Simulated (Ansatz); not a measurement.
Where the default PAW files enter, the runs use the earlier of Ansatz's two default sets.

Input:

```yaml
crystal:
  lattice:
    - [3.20471, 0.00000, 0.00000]
    - [-1.60235, 2.77536, 0.00000]
    - [1.60235, -0.92512, 2.61663]
  atoms:
    - { symbol: B, position: [0.00000, 0.00000, 0.00000] }
    - { symbol: P, position: [0.25000, 0.75000, 0.25000] }
```

Space group of this cell: F-43m, zinc blende. The cell is taken as given.

Calculation: r2SCAN (plane waves, PAW; Ansatz, an electronic-structure program).

The current runs along the normal of the first two printed vectors; no spin-orbit coupling. Scaled by the factor s: the length along the current (ions clamped). Meshes 12×12×12 and 12×12 across the current in all rows.

| s | mean pressure (GPa) | slowest mid-gap decay constant κ (1/Å) |
|---|---|---|
| 0.97 | 6.2 | ? |
| 1.00 | 0.5 | 0.139 |
| 1.03 | -4.1 | 0.127 |

Take the slope of the slowest mid-gap decay constant κ against ln s from the two given rows, extrapolate to s = 0.97, and say what the run there gives.

Slope = (0.127 − 0.139) / ln 1.03 = -0.406 1/Å. The line gives 0.139 + (-0.406) × ln 0.97 = 0.151 1/Å. The run gives 0.153 1/Å, 0.002 1/Å over the line, 13 % of the predicted step.
